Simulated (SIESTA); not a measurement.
## Input and output of a self-consistent single point for a (100) slab of HfC (cut from a parent of space group no. 225; 8 atoms in the cell) (SIESTA)

Level of theory: LDA PW92, numerical atomic orbitals DZP, PseudoDojo LDA standard norm-conserving potentials (rewritten from UPF to PSML) in SIESTA.

Input as run:

```
# files in the folder: C.psml Hf.psml (PseudoDojo LDA standard)
SystemName  HfC
SystemLabel HfC

NumberOfAtoms                8
NumberOfSpecies              2
%block ChemicalSpeciesLabel
  1 6 C
  2 72 Hf
%endblock ChemicalSpeciesLabel
LatticeConstant              1.0 Ang
%block LatticeVectors
     3.297380000    0.000000000    0.000000000
    -3.297380000    3.297380000    0.000000000
     0.000000000    0.000000000   20.994797000
%endblock LatticeVectors
AtomicCoordinatesFormat      Fractional
%block AtomicCoordinatesAndAtomicSpecies
     0.000000000    0.000000000    0.333416000  1
     0.000000000    0.500000000    0.444472000  1
     0.000000000    0.000000000    0.555528000  1
     0.000000000    0.500000000    0.666584000  1
     0.000000000    0.000000000    0.444472000  2
     0.000000000    0.500000000    0.333416000  2
     0.000000000    0.000000000    0.666584000  2
     0.000000000    0.500000000    0.555528000  2
%endblock AtomicCoordinatesAndAtomicSpecies

XC.functional                LDA
XC.authors                   PW92
PAO.BasisSize                DZP
PAO.EnergyShift              0.01 Ry
MeshCutoff                   300 Ry
%block kgrid.MonkhorstPack
    6   0   0  0.0
    0   6   0  0.0
    0   0   1  0.0
%endblock kgrid.MonkhorstPack
OccupationFunction           FD
ElectronicTemperature        100.0 meV

MaxSCFIterations             150
SCF.Mixer.Method             Pulay
SCF.Mixer.Weight             0.2
SCF.Mixer.History            6
SCF.DM.Tolerance             1.0E-05
Diag.ParallelOverK           true
WriteForces                  true
Charge.Mulliken              end
```

The program printed (abridged):

```
reinit: Reading from file input.fdf

reinit: System Name: HfC
reinit: System Label: HfC

coor:   Atomic-coordinates input format  =     Fractional

siesta: Atomic coordinates (Bohr) and species
siesta:      0.00000   0.00000  13.22809  1        1
siesta:     -3.11557   3.11557  17.63417  1        2
siesta:      0.00000   0.00000  22.04025  1        3
siesta:     -3.11557   3.11557  26.44633  1        4
siesta:      0.00000   0.00000  17.63417  2        5
siesta:     -3.11557   3.11557  13.22809  2        6
siesta:      0.00000   0.00000  26.44633  2        7
siesta:     -3.11557   3.11557  22.04025  2        8

siesta: System type = slab

initatomlists: Number of atoms, orbitals, and projectors:      8   128   160

siesta: ******************** Simulation parameters ****************************
redata: Spin configuration                          = none
redata: Time-Reversal Symmetry                      = T
redata: Number of Atomic Species                    =        2
redata: Mesh Cutoff                                 =   300.0000 Ry
redata: Net charge of the system                    =     0.0000 |e|
redata: Min. number of SCF Iter                     =        0
redata: Max. number of SCF Iter                     =      150
redata: SCF convergence failure will abort job
redata: SCF mix quantity                            = Hamiltonian
redata: Mix DM or H after convergence               =   F
redata: Recompute H after scf cycle                 =   F
redata: Mix DM in first SCF step                    =   T
redata: No kicks to SCF
redata: DM Mixing Weight for Kicks                  =     0.5000
redata: Require Harris convergence for SCF          =   F
redata: Harris energy tolerance for SCF             =     0.000100 eV
redata: Require DM convergence for SCF              =   T
redata: DM tolerance for SCF                        =     0.000010
redata: Require EDM convergence for SCF             =   F
   [... lines left out ...]
diag: Parallel distribution                         =     1 x     1
diag: Used triangular part                          = Lower
diag: Absolute tolerance                            =  0.100E-15
diag: Orthogonalization factor                      =  0.100E-05
diag: Memory factor                                 =  1.0000

superc: Internal auxiliary supercell:     9 x     5 x     1  =      45
superc: Number of atoms, orbitals, and projectors:    360   5760   7200

                        Single-point calculation

superc: Internal auxiliary supercell:     9 x     5 x     1  =      45
superc: Number of atoms, orbitals, and projectors:    360   5760   7200

outcell: Unit cell vectors (Ang):
        3.297380    0.000000    0.000000
       -3.297380    3.297380    0.000000
        0.000000    0.000000   20.994797

outcell: Cell vector modules (Ang)   :    3.297380    4.663200   20.994797
outcell: Cell angles (23,13,12) (deg):     90.0000     90.0000    135.0000
outcell: Cell volume (Ang**3)        :    228.2704
new_DM -- step:     1
Initializing Density Matrix...

Attempting to read DM from file... Failed...
DM filled with atomic data:

InitMesh: MESH = 36 x 48 x 256 = 442368
InitMesh: Mesh cutoff (required, used) =   300.000   366.038 Ry

stepf: Fermi-Dirac step function
        iscf     Eharris(eV)        E_KS(eV)     FreeEng(eV)     dDmax    Ef(eV) dHmax(eV)
   scf:    1    -6717.883119    -6776.285887    -6776.296719  1.665562 -5.424066 13.588352
   scf:    2    -6812.367325    -6798.952227    -6798.979542  0.144244 -4.117514  4.976088
   scf:    3    -6802.552602    -6801.315030    -6801.355513  0.108031 -4.043043  1.795573
   scf:    4    -6801.512886    -6801.556820    -6801.606132  0.060640 -3.971533  2.154093
   scf:    5    -6801.458441    -6801.610117    -6801.656367  0.032187 -4.114652  1.410392
   scf:    6    -6800.983032    -6801.504900    -6801.555049  0.051000 -3.991291  2.431458
   [... 6 lines left out ...]
   scf:   13    -6801.687198    -6801.687201    -6801.735699  0.000089 -4.059156  0.000584
   scf:   14    -6801.687193    -6801.687197    -6801.735699  0.000121 -4.059319  0.000225
   scf:   15    -6801.687195    -6801.687196    -6801.735699  0.000025 -4.059350  0.000189
   scf:   16    -6801.687195    -6801.687196    -6801.735699  0.000022 -4.059395  0.000050
   scf:   17    -6801.687196    -6801.687196    -6801.735699  0.000004 -4.059382  0.000011
SCF Convergence by DM+H criterion
max |DM_out - DM_in|         :     0.0000037999
max |H_out - H_in|      (eV) :     0.0000105862
SCF cycle converged after 17 iterations

Using DM_out to compute the final energy and forces

siesta: E_KS(eV) =            -6801.6872

siesta: E_KS - E_eggbox =     -6801.6872

siesta: Atomic forces (eV/Ang):
     1    0.000000   -0.000000   -0.393485
     2    0.000000    0.000000   -0.572554
     3    0.000000   -0.000000    0.572555
     4    0.000000   -0.000000    0.393485
     5   -0.000000   -0.000000    0.197197
     6    0.000000   -0.000000    2.018142
     7   -0.000000    0.000000   -2.018142
     8    0.000000   -0.000000   -0.197197
   Tot    0.000000   -0.000000   -0.000000
   Max    2.018142
   Res    0.618764    sqrt( Sum f_i^2 / 3N )
   Max    2.018142    constrained

Stress tensor Voigt[x,y,z,yz,xz,xy] (kbar):      102.24      102.23       73.58       -0.00        0.00        0.10
(Free)E + p*V (eV/cell)    -6814.9408
Target enthalpy (eV/cell)    -6801.7357

siesta: Program's energy decomposition (eV):
siesta: Ebs     =     -1609.616500
siesta: Eions   =      8703.172683
siesta: Ena     =      1339.186095
siesta: Ekin    =      1994.569627
siesta: Enl     =       256.083996
siesta: Eso     =         0.000000
siesta: Edftu   =         0.000000
siesta: DEna    =        71.725640
siesta: DUscf   =         5.446519
siesta: DUext   =         0.000000
siesta: Ex      =     -1596.743578
siesta: Ec      =      -168.782810
siesta: Exc     =     -1765.526388
siesta: Eharris =     -6801.687196
siesta: Etot    =     -6801.687196
siesta: FreeEng =     -6801.735699

siesta: Atomic forces (eV/Ang):
siesta:      1    0.000000   -0.000000   -0.393485
siesta:      2    0.000000    0.000000   -0.572554
siesta:      3    0.000000   -0.000000    0.572555
siesta:      4    0.000000   -0.000000    0.393485
siesta:      5   -0.000000   -0.000000    0.197197
siesta:      6    0.000000   -0.000000    2.018142
siesta:      7   -0.000000    0.000000   -2.018142
siesta:      8    0.000000   -0.000000   -0.197197
siesta: ----------------------------------------
   [... lines left out ...]
siesta: Cell volume =        228.270441 Ang**3
siesta:         -92.68384224        -68.14400113  kBar
   [... lines left out ...]
               6px     5dxy    5dyz    5dz2    5dxz    5dx2-y2 5dxy    5dyz
               5dz2    5dxz    5dx2-y2
   5 11.218   1.897   0.777  -0.162   1.905   1.914   1.905   0.276   0.274
              0.276   0.502   0.293   0.493   0.293   0.314   0.041   0.061

              0.044   0.061   0.056
   6 11.327   1.910   0.706  -0.122   1.924   1.955   1.924   0.312   0.230
              0.312   0.470   0.338   0.370   0.338   0.283   0.125   0.029

              0.081   0.029   0.113
   7 11.327   1.910   0.706  -0.122   1.924   1.955   1.924   0.312   0.230
              0.312   0.470   0.338   0.370   0.338   0.283   0.125   0.029

              0.081   0.029   0.113
   8 11.218   1.897   0.777  -0.162   1.905   1.914   1.905   0.276   0.274
              0.276   0.502   0.293   0.493   0.293   0.314   0.041   0.061

              0.044   0.061   0.056

mulliken: Qtot =       64.000

Mulliken Atomic Populations:
Atom #   charge [q] valence [e]  Species
     1    -0.658123    4.658123  C
     2    -0.796695    4.796695  C
     3    -0.796695    4.796695  C
     4    -0.658123    4.658123  C
     5     0.781575   11.218425  Hf
     6     0.673243   11.326757  Hf
     7     0.673243   11.326757  Hf
     8     0.781575   11.218425  Hf
 Total    -0.000000

siesta: Electric dipole (a.u.)  =    0.000000    0.000000    0.000000
siesta: Electric dipole (Debye) =    0.000000    0.000000    0.000001
```

The run converged in 17 iterations.

The starting cell has typed, rounded lattice constants, without a prior relaxation at this level. The slab is cut from that crystal, and its faces are unrelaxed. Its lattice was rescaled by up to half a per cent. Spin polarisation is off, though cut faces can carry moments; the slab shows no gap. Values carry the incompleteness of an atom-centred basis. Forces in this geometry exceed 1 eV/Å.

Cost on one core of a shared machine: roughly 80 s.
